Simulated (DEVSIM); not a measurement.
Structure: Schottky contact on n-type CdTe, at 300 K.

Layer 1 from the left is CdTe, thickness (μm) 10.0, Nd (cm⁻³) 1.1e15, τn (s) 2.1e-9, τp (s) 2.1e-9.

Left contact: Schottky, work function 4.83 eV, emission velocity 1.1e7 cm/s. Right contact: ohmic. Voltage is applied to the left contact. Recombination: SRH at mid-gap, Auger. Mobility is μmin + (μ − μmin)/(1 + (N/Nref)^α).

Constants are typed, rounded textbook-type inputs, not results; the design itself was drawn at random and stands for no fabricated device. Values at 300 K.

CdTe: gap (eV) 1.5, affinity (eV) 4.28, permittivity 10.2, Nc (cm⁻³) 8e17, Nv (cm⁻³) 1.8e19, μn (cm²/Vs) 1000, μp (cm²/Vs) 80, μn,min 100, μp,min 10, Nref,n 1e17, Nref,p 1e17, αn 0.6, αp 0.6, Cn (cm⁶/s) 1e-30, Cp (cm⁶/s) 1e-30.

Task: Estimate by hand the built-in potential, the peak field at zero bias, the capacitance at -3 V, and compare with a numerical solution.

Result: 
- Built-in potential: barrier φB = 0.550 eV; Vbi = φB − kT/q ln(N_band/N) = 0.380 V; numerical 0.380 V.
- Peak field at zero bias: depletion approximation: W = √(2εVbi/(qN)) = 0.624 μm with N = 1.10e15 cm⁻³; field = 2Vbi/W = 12200 V/cm; numerical 11700 V/cm (estimate above by 3.7 %).
- Capacitance at -3 V: C = √(qεN / 2(Vbi + |V|)) = 4.85 nF/cm²; numerical 4.87 nF/cm².

Model (solved in DEVSIM): 1D drift-diffusion, Boltzmann statistics, complete ionisation; no tunnelling, impact ionisation, image-force lowering or self-heating. Metal contacts follow the ideal Schottky-Mott rule: no Fermi-level pinning, no interface dipoles.
